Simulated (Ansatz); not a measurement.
Structure of amorphous In$_{9}$Ga$_{9}$Zn$_{9}$O$_{39}$Lu$_{2}$ (periodic cell):

```xyz
68
Lattice="9.8808 0.0081 0.0959 0.0081 9.7220 0.1758 0.0959 0.1758 9.0531" Properties=species:S:1:pos:R:3 pbc="T T T"
In     3.2256     5.0500     7.3266
In     7.0856     8.4601     4.4069
In     8.1490     1.9205     4.0338
In     6.2087     6.6098     6.7086
In     3.7334     3.7599     2.1089
In     7.5192     7.4675     0.7086
In     0.6396     6.7345     5.2973
In     3.5664     7.0420     4.0946
In     9.2958     9.3876     7.0659
Ga     8.1341     5.6097     2.9346
Ga     9.7232     9.0479     1.9701
Ga     6.2414     4.3049     4.6587
Ga     9.6327     5.5713     8.3194
Ga     7.9933     3.4874     7.2331
Ga     7.8889     1.2094     0.2411
Ga     0.9126     2.4351     6.6775
Ga     2.7991     9.4493     1.5249
Ga     1.3022     0.4584     4.4192
Zn     6.1527     9.4450     7.6826
Zn     4.6547     6.9976     1.2384
Zn     1.8380     7.5113     8.5589
Zn     0.6598     2.2517     1.9202
Zn     4.6819     0.7260     3.2102
Zn     1.2531     4.1312     4.1963
Zn     6.3683     4.5675     0.4301
Zn     1.2216     5.8099     1.7426
Zn     3.9974     2.4252     5.4883
O      3.2549     0.1719     8.6235
O      4.7146     3.4311     3.9494
O      7.5442     3.8214     3.1688
O      7.4233     8.4789     6.5661
O      9.0235     1.7393     7.6187
O      1.9296     8.2860     4.8036
O      9.0360     5.8514     1.0725
O      1.6079     3.7773     2.2529
O      5.1387     4.9055     6.2390
O      9.2324     9.7424     4.8520
O      0.5380     2.4074     4.7106
O      6.4119     5.9698     1.8118
O      7.1976     2.9923     5.6676
O      3.3596     5.9007     2.2959
O      9.8194     4.1306     7.0431
O      4.9511     1.0391     6.7118
O      1.5904     5.4832     8.7863
O      3.2665     7.2130     7.3518
O      7.1524     6.1286     4.6055
O      6.2636     0.3222     0.2159
O      0.1121     7.2672     7.2250
O      0.0519     5.7219     3.5800
O      2.3364     5.4431     5.1976
O      4.1293     8.5288     2.4932
O      4.5107     4.1999     9.1490
O      1.2971     0.4194     2.4113
O      1.3623     7.9541     1.2940
O      8.9507     9.2227     9.2540
O      8.8801     1.3435     1.8393
O      5.7944     7.5851     8.6318
O      8.3144     7.9896     2.6952
O      7.6755     5.4008     7.8456
O      3.8031     1.6134     1.6673
O      1.3330     0.5121     6.4882
O      3.1911     0.8764     4.5545
O      2.7332     2.9773     6.9897
O      6.5200     0.6347     3.6597
O      5.0443     7.9513     5.2978
O      7.0268     2.9927     8.8190
Lu     4.7156     1.9418     8.6940
Lu     3.3750     9.2595     6.6196
```

Calculation: PBE, scalar-relativistic without spin-orbit coupling (plane waves to 420 eV, PAW; Ansatz, a first-principles code).

The cell was made by melting and quenching with the CHGNet potential and then relaxed with DFT. O atoms were pushed apart under 1.9 Å during the dynamics, to hinder bonds among them. The hot cell started wider than the set density and was brought back towards it in steps. It is the lowest in DFT energy of 2 quenches. It is a model cell: composition and starting density were chosen by hand, and all elements were melted together. No dispersion term was used. Its density started from a set value of 6.19 and ended at 6.16 g/cm³. The quench (nominally 320 K/ps over its main leg) was far faster than any real one, so the model tends to hold more defects than a real film. A cell of this size samples the disorder only roughly. Volume and shape were free in the relaxation.

Neighbours within In-In 3.12 Å, In-Ga 2.90 Å, In-Zn 2.90 Å, In-O 2.66 Å, In-Lu 3.62 Å, Ga-Ga 2.68 Å, Ga-Zn 2.68 Å, Ga-O 2.54 Å, Ga-Lu 3.40 Å, Zn-Zn 2.68 Å, Zn-O 2.40 Å, Zn-Lu 3.40 Å, O-O 1.58 Å, O-Lu 2.78 Å, Lu-Lu 4.11 Å count as bonded. Two cations that share two anions don't count as bonded, nor two that share one unless they lie closer than In-In 3.04 Å, In-Ga 2.82 Å, In-Zn 2.82 Å, In-Lu 3.52 Å, Ga-Ga 2.61 Å, Ga-Zn 2.61 Å, Ga-Lu 3.31 Å, Zn-Zn 2.61 Å, Zn-Lu 3.31 Å, Lu-Lu 4.00 Å.

Question: Give the coordination numbers, mean bond lengths and angles.

Answer: 
```json
{
 "Mean coordination of In by anions": "5.44 (1 with 4, 3 with 5, 5 with 6)",
 "Mean coordination of Ga by anions": "5.22 (7 with 5, 2 with 6)",
 "Mean coordination of Zn by anions": "4.11 (1 with 3, 7 with 4, 1 with 6); 2 close contacts or bonds to cations besides",
 "Mean coordination of O": "3.74 (10 with 3, 29 with 4)",
 "Mean coordination of Lu by anions": "6.50 (1 with 6, 1 with 7); 2 close contacts or bonds to cations besides",
 "Mean In-O bond": "2.207 Å (spread 0.101 Å, 49 counted)",
 "Mean Ga-O bond": "1.995 Å (spread 0.101 Å, 47 counted)",
 "Mean Zn-O bond": "2.033 Å (spread 0.100 Å, 37 counted)",
 "Mean O-Lu bond": "2.310 Å (spread 0.123 Å, 13 counted)",
 "Bond angle at In": "mean 104.9°, spread 29.0°",
 "Bond angle at Ga": "mean 105.9°, spread 27.2°",
 "Bond angle at Zn": "mean 106.4°, spread 24.8°",
 "Bond angle at O": "mean 109.9°, spread 19.4°",
 "Bond angle at Lu": "mean 99.3°, spread 30.7°"
}
```

Question: List the pairs of like atoms that count as bonded by the rules above.

Answer: There are none by these rules.
